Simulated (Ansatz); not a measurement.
Here is the system:

```yaml
crystal:
  lattice:
    - [0.00000, 2.12693, 2.12693]
    - [2.12693, 0.00000, 2.12693]
    - [2.12693, 2.12693, 0.00000]
  atoms:
    - { symbol: O, position: [0.00000, 0.00000, 0.00000] }
    - { symbol: Mg, position: [0.50000, 0.50000, 0.50000] }
```

No spin polarisation.

The values are results of Kohn–Sham DFT with the PBE functional, run in Ansatz (a quantum-chemistry and plane-wave program) with PAW and 420 eV plane waves, no SOC, not measurements. Γ-centred 13×13×13 mesh, Fermi–Dirac width 0.05 eV.

Predict the band gap, electron mass and gap character.


```json
{
 "band_gap": "4.46 eV",
 "electron_mass": "0.34 mₑ (at Γ)",
 "gap_character": "direct at Γ"
}
```

Masses are band curvatures over ±0.01 Å⁻¹ around the edge. Whether these cells are dynamically stable was not tested. The cell was made from MgSe by this change: Se → O.
